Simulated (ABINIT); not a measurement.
Convergence study of the k-point mesh for Mo (Im-3m, 1 atom in the cell)

```yaml
crystal:
  lattice:
    - [-1.56713, 1.56713, 1.56713]
    - [1.56713, -1.56713, 1.56713]
    - [1.56713, 1.56713, -1.56713]
  atoms:
    - { symbol: Mo, position: [0.00000, 0.00000, 0.00000] }
```

Method: LDA (PW92), PAW (JTH v2.0 LDA PAW) (plane waves; ABINIT).

Base settings: pseudos = [Mo.LDA_PW-JTH.xml]; ecut = 544 eV; pawecutdg = 1088 eV; ixc = 7; occopt = 3; tsmear = 0.1 eV; ngkpt = 11 11 11; nshiftk = 1; shiftk = 0 0 0; potentials = JTH v2.0 LDA PAW.

Only quantities that move along the ladder and can be compared are tabulated.

These are the values that this program gave, and no reference: the one-centre exchange-correlation terms come from a truncated expansion.

The count of work is k-points × plane waves × bands × iterations; it is no time. Core times come from one kind of shared machine, to one figure; runs under 30 s give none.

The starting cell has typed, rounded lattice constants, without a prior relaxation at this level. Its lattice was rescaled by up to half a per cent. Spin polarisation is off. In the base run, with a pressure of about -5 GPa the cell is away from its equilibrium volume at this level.

Steps (ngkpt): 3 3 3; 4 4 4; 5 5 5; 7 7 7; 9 9 9; 11 11 11; 13 13 13; 15 15 15; 19 19 19; 23 23 23; 26 26 26.

**Question.** What is the coarsest ngkpt that holds the pressure within 0.05 GPa of the last step, with all finer ones?

**Answer.** 23 23 23; the step before is off by 0.08 GPa.

**Question.** What is the coarsest ngkpt that holds the free energy within 2 meV/atom of the last step, with all finer ones?

**Answer.** 19 19 19; the step before is off by 2.7 meV/atom.

| ngkpt | free energy less the last step's (meV/atom) | pressure (GPa) | count of work / last | core time / last (rough) |
|---|---|---|---|---|
| 3 3 3 | 557.81 | 8.25 | 0.0094 | – |
| 4 4 4 | 50.74 | -5.02 | 0.017 | – |
| 5 5 5 | -49.16 | -8.14 | 0.021 | – |
| 7 7 7 | 29.01 | -5.15 | 0.038 | – |
| 9 9 9 | -15.72 | -5.91 | 0.075 | – |
| 11 11 11 | 17.92 | -5.49 | 0.11 | – |
| 13 13 13 | -5.05 | -5.97 | 0.18 | – |
| 15 15 15 | 2.68 | -5.55 | 0.23 | 0.3 |
| 19 19 19 | -0.16 | -5.81 | 0.47 | 0.6 |
| 23 23 23 | -0.96 | -5.73 | 0.80 | 0.9 |
| 26 26 26 | 0.00 | -5.73 | 1.0 | 1 |
